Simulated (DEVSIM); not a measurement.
System: abrupt GaP p-n junction, at 250 K.

| layer (left to right) | material | thickness (μm) | Nd (cm⁻³) | Na (cm⁻³) | τn (s) | τp (s) |
|---|---|---|---|---|---|---|
| 1 | GaP | 2.30 | - | 1.5e15 | 1.1e-7 | 1.1e-7 |
| 2 | GaP | 0.880 | 9.5e14 | - | 1.1e-7 | 1.1e-7 |

Left contact: ohmic. Right contact: ohmic. Voltage is applied to the left contact. Recombination: SRH at mid-gap, radiative. Mobility is constant in doping.

Constants are typed, rounded textbook-type inputs, not results; the design itself was drawn at random and stands for no fabricated device. Values at 300 K; Nc and Nv go as T^1.5, mobilities as T to minus their exponent, the gap by Varshni's rule with the affinity fixed.

```
parameter             GaP
----------------  -------
gap (eV)             2.26
affinity (eV)         3.8
permittivity         11.1
Nc (cm⁻³)          1.8e19
Nv (cm⁻³)          1.9e19
μn (cm²/Vs)           250
μp (cm²/Vs)           150
T exponent of μn      1.6
T exponent of μp     1.98
B (cm³/s)           1e-13
Varshni α (eV/K)  0.00058
Varshni β (K)         372
```

Model (solved in DEVSIM): 1D drift-diffusion, Boltzmann statistics, complete ionisation; no tunnelling, impact ionisation, image-force lowering or self-heating.

### Question
Tabulate band edges, carrier densities and field at zero bias.

### Answer
Energies count from the Fermi level of the right contact; mesh points crowd at the junctions.

```
x (μm)   Ec (eV)  Ev (eV)  n (cm⁻³)  p (cm⁻³)  field (V/cm)
-------  -------  -------  --------  --------  ------------
0.000      2.082   -0.198     < 1e2    1.5e15           ≈ 0
0.02014    2.082   -0.198     < 1e2    1.5e15           ≈ 0
0.05680    2.082   -0.198     < 1e2    1.5e15           ≈ 0
0.1236     2.082   -0.198     < 1e2    1.5e15           ≈ 0
0.3048     2.082   -0.198     < 1e2    1.5e15           ≈ 0
0.5750     2.082   -0.198     < 1e2    1.5e15           ≈ 0
1.067      2.082   -0.198     < 1e2    1.5e15           -14
1.752      1.990   -0.289     < 1e2    2.1e13         -5900
2.010      1.757   -0.522     < 1e2     4.3e8        -12000
2.152      1.560   -0.719     < 1e2     46000        -16000
2.230      1.431   -0.848     < 1e2       110        -18000
2.284      1.333   -0.946     < 1e2     < 1e2        -19000
2.302      1.298   -0.982     < 1e2     < 1e2        -19000
2.324      1.257   -1.022     < 1e2     < 1e2        -19000
2.381      1.152   -1.127     < 1e2     < 1e2        -18000
2.463      1.008   -1.271     < 1e2     < 1e2        -17000
2.611      0.778   -1.502      2900     < 1e2        -14000
2.836      0.493   -1.787     1.6e9     < 1e2        -11000
3.035      0.306   -1.973    9.3e12     < 1e2         -7900
3.110      0.251   -2.028    1.2e14     < 1e2         -6800
3.152      0.224   -2.056    4.2e14     < 1e2         -6300
3.180      0.206   -2.073    9.5e14     < 1e2         -6100
```
